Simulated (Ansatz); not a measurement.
Here is the system:

End structure of a constructed model of the (110) surface of bcc Mo, a cell of two sites (a+b, b-a) layer of Ga, one a cell, on the site that continues the host's stacking (bottom of the slab: a bare face, its two planes held):

```yaml
crystal:
  lattice:
    - [1.82490, 2.58080, 0.00000]
    - [-3.64980, 2.58080, 0.00000]
    - [0.00000, 0.00000, 30.00000]
  atoms:
    - { symbol: Mo, position: [0.50000, 0.00000, 0.27362] }
    - { symbol: Mo, position: [0.00000, 0.50000, 0.27362] }
    - { symbol: Mo, position: [0.00000, 0.00000, 0.34812] }
    - { symbol: Mo, position: [0.50000, 0.50000, 0.34812] }
    - { symbol: Mo, position: [0.50000, 0.00000, 0.42260] }
    - { symbol: Mo, position: [0.00000, 0.50000, 0.42267] }
    - { symbol: Mo, position: [0.00000, 0.00000, 0.49701] }
    - { symbol: Mo, position: [0.50000, 0.50000, 0.49737] }
    - { symbol: Mo, position: [0.50000, 0.00000, 0.57192] }
    - { symbol: Mo, position: [0.00000, 0.50000, 0.57208] }
    - { symbol: Mo, position: [0.00000, 0.00000, 0.64440] }
    - { symbol: Mo, position: [0.50000, 0.50000, 0.64503] }
    - { symbol: Ga, position: [0.50000, 0.00000, 0.71401] }
```

Model: 13-atom slab, 13.6 Å thick at the start with caps and adatoms (thin: gaps and levels are the slab's own), 12x9x1 mesh, Fermi-Dirac 0.1 eV, dipole correction, 4 atoms held, the rest relaxed; start symmetry kept, larger cells not searched; no spin, no spin-orbit, no U. It is one candidate, not shown to be the stable structure of the face.

Question: Give the work function of the top face at the level PBE (Ansatz, an electronic-structure program).

Answer: 4.14 eV
